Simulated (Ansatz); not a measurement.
**Phonon-limited transport in PdSb (P6_3/mmc)**

Input:

```
CELL_PARAMETERS angstrom
      4.08860     0.00000     0.00000
     -2.04430     3.54083     0.00000
      0.00000     0.00000     5.56834
ATOMIC_POSITIONS crystal
  Sb 0.33333 0.66667 0.25000
  Sb 0.66667 0.33333 0.75000
  Pd 0.00000 0.00000 0.00000
  Pd 0.00000 0.00000 0.50000
```

These are PBEsol, DFPT electron-phonon coupling, linearised Boltzmann equation (plane waves, PAW, scalar-relativistic; Ansatz, a program for electronic structure) values and carry that method's errors. Cell: relaxed with this functional, without spin-orbit coupling.

resistivity at 300 K: 14.2 (x), 14.2 (y), 15.9 (z) μΩ·cm
resistivity at 77 K: 2.9 (x), 2.9 (y), 3.2 (z) μΩ·cm
electron mean free path at 300 K (weighted by the current that each state carries): 7.6 nm
electron-phonon coupling λ: 0.51
transport coupling λ_tr: 0.56 (x), 0.56 (y), 0.61 (z)
logarithmic mean phonon energy: 8.9 meV
density of states at the Fermi level: 0.86 states/(eV·spin·cell)
Drude plasma energy: 6.8 (x), 6.8 (y), 6.6 (z) eV

A metal at this level (no band gap). Only scattering by harmonic phonons is included (no impurities, grain boundaries, electron-electron scattering or thermal expansion). Spin-orbit coupling is left out. The squared frequency of the phonon mode least converged on the k mesh is uncertain by 12 %. Halving the electron mesh (24x24x16) moves the resistivity by up to 4 % at 300 K, the mean free path by up to 3 %, the coupling by up to 4 %. Smearing 0.20 eV; phonons on a 4x4x3 q mesh, which this run doesn't test and which matters most at low temperature.

Formula and space group known from diffraction (Crystallography Open Database), not checked to be the room-temperature form: PdSb (P6_3/mmc).
